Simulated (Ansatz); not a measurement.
Abridged Ansatz (a quantum-chemistry and plane-wave program) output:

```
Pseudopotential: Pd, paw, valence charge 18
Pseudopotential: F, paw, valence charge 7
Crystal: 10 atoms, lattice volume = 127.567 Å³
Basis set: ecut = 420 eV, 2473 PW (Γ), exchange–correlation on 80×80×90 points (8 copies of the dense FFT grid, shifted against one another)
Bands: 56, of which v1, the nominal top of the filled ones, is band 46 counted from 1 (45 counted from 0)
Symmetry: 4 space group operations
k-points: 95 of 512 (time reversal used)
Functional: x = pbesol(κ = 0.804, μ = 0.12345679012345678), c = pbesol(β = 0.046)
SCF iter   1: F=—  HF=-20206.430831 eV  |F-HF|=—  |Δ(HF+E_count)|=         —  Δρ=1.64e-2  dr2=2.14e-1  ethr=1.77e-3  ⟨swp⟩=6.6  Hψ=21359  notcnv=0  defer=15
SCF iter   2: F=—  HF=-20206.384544 eV  |F-HF|=—  |Δ(HF+E_count)|=   4.63e-2  Δρ=6.26e-3  dr2=3.99e-2  ethr=2.32e-4  ⟨swp⟩=2.2  Hψ=8994  notcnv=0  defer=293
SCF 1 converged in 10 iterations: F = -20206.378388 eV  dr2 = 2.17e-10
SCF converged after 10 iterations
Free energy (F): -20206.378388 eV
Internal energy: -20206.378305 eV  (E = F + TS)
E sigma→0 (E₀):  -20206.378346 eV
Entropy (-TS):   -0.000083 eV (-0.008 meV/atom)
Fermi energy:    3.973962 eV
--- Forces (eV/Å), atoms counted from 1 ---
  atom   1  Pd     0.00000000     0.00000000    -0.00013627
  atom   2  Pd     0.00000000     0.00000000    -0.00013627
  atom   3  F     -0.00026314    -0.00014755    -0.00003006
  atom   4  F      0.00026314     0.00014755    -0.00003006
  atom   5  F      0.00026314    -0.00014755    -0.00003006
  atom   6  F     -0.00026314     0.00014755    -0.00003006
  atom   7  F     -0.00027793     0.00041128     0.00009790
  atom   8  F      0.00027793    -0.00041128     0.00009790
  atom   9  F      0.00027793     0.00041128     0.00009790
  atom  10  F     -0.00027793    -0.00041128     0.00009790
--- Stress (GPa, compression-positive) ---
        0.000149       0.000000       0.000000
        0.000000      -0.007455       0.000000
        0.000000       0.000000       0.008777
  P = ⅓ Tr σ = 0.0005 GPa (0.005 kbar)
```

What was computed, and what are the main results?

PdF4, 10 atoms in the cell, with Ansatz, PBEsol, PAW, cutoff 420 eV, spin-orbit coupling left out. The last SCF converged to F = -20206.378388 eV, or -2020.6378 eV per atom, at a pressure of 0.00 GPa. The total energy compares only with runs of the same code, potentials and settings.

Whether these cells are dynamically stable was not tested. The cell is PdF4 (space group Fdd2, No. 43).
